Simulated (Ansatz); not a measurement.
**Cu2O with two functionals, pressure 9 GPa**

The parent structure is Cu₂O (space group Pn-3m, No. 224; a = 4.298 Å).

(Cell as relaxed with PBE.)

Levels (all Ansatz, a quantum-chemistry and plane-wave program, PAW): PBE (420 eV, no spin-orbit coupling); r2SCAN (500 eV, scalar-relativistic without spin-orbit coupling).

Each level relaxes its own structure.

```tsv
base	PBE	r2SCAN
volume per atom	13.24 Å³	12.76 Å³
lattice parameter a	429.8 pm	424.6 pm
band gap	0.48 eV	0.79 eV
```

Now apply this change: cell and atoms relaxed at a pressure of 9 GPa.

```csv
quantity,PBE,r2SCAN
band gap,0.63 eV,?
volume per atom,12.36 Å³,?
```

Q: What does r2SCAN give?

A: 
- band gap, r2SCAN: 0.95 eV
- volume per atom, r2SCAN: 12.00 Å³

PBE's band gap lies 0.315 eV below r2SCAN's; PBE's volume per atom lies 0.36 Å³ above r2SCAN's (3.0 %). Neither level is exact; r2SCAN is the comparison here, not a measurement.

Load acts through the strain it causes; cell and atoms are relaxed under it. Stability against distortions was not tested. Competing high-pressure phases were not computed. No Hubbard U is applied. All final runs are without spin polarisation.
